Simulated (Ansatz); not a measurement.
The reference is BeS in the zinc blende structure (space group F-43m, No. 216; a = 4.8686 Å).

Computed with r2SCAN in Ansatz (plane waves to 500 eV, PAW, without spin-orbit coupling).

Strains are applied to the cell and any free atomic positions relax.

One change was made to it. Results:

| quantity | base | after |
|---|---|---|
| electron mass | 0.79 mₑ along k, 0.29 mₑ across (at X) | 0.81 mₑ along k, 0.30 mₑ across (at X) |
| energy relative to the base (free energy F) | 0 meV/atom | +23 meV/atom |
| width of the top valence band | 3.35 eV | 3.02 eV |

**Question.** Name the change that was made.
A. isotropic strain +0.50 %
B. isotropic strain +2.50 %
C. isotropic strain +1.00 %
D. isotropic strain +2.00 %
E. isotropic strain +3.00 %

**Answer.** B, isotropic strain +2.50 %. For comparison, the electron mass in the other runs: isotropic strain +3.00 % gives 0.82 mₑ along k, 0.30 mₑ across (at X); isotropic strain +0.50 % gives 0.79 mₑ along k, 0.29 mₑ across (at X); isotropic strain +1.00 % gives 0.80 mₑ along k, 0.29 mₑ across (at X); isotropic strain +2.00 % gives 0.81 mₑ along k, 0.29 mₑ across (at X).

The levels and masses belong to the bands next to the band gap. Masses are band curvatures over ±0.01 Å⁻¹ around the edge. Along k means along the line from Γ to the band edge. Whether these cells are dynamically stable was not tested.

Ansatz is a first-principles code.
